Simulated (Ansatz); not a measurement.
The parent structure is VN in the rock salt structure (space group Fm-3m, No. 225).

```
CELL_PARAMETERS angstrom
      0.00000     2.03657     2.03657
      2.03657     0.00000     2.03657
      2.03657     2.03657     0.00000
ATOMIC_POSITIONS crystal
  N  0.00000 0.00000 0.00000
  V  0.50000 0.50000 0.50000
```

Calculations: Ansatz (a program for electronic structure) PBEsol, no spin-orbit coupling.

For the base:

| Quantity | Value |
|---|---|
| Lattice parameter a | 4.073 Å |

Now apply this change: full substitution V → Sb, then cell and atoms are relaxed.

Question: What does the calculation give for the lattice parameter a after the change?

Answer: The lattice parameter a rises by 0.850 Å to 4.923 Å.

Whether these cells are dynamically stable was not tested. As relaxed here, SbN is a hypothetical phase, not in the database extracts checked. Seeded moments were not kept for the base. All final runs are without spin polarisation.
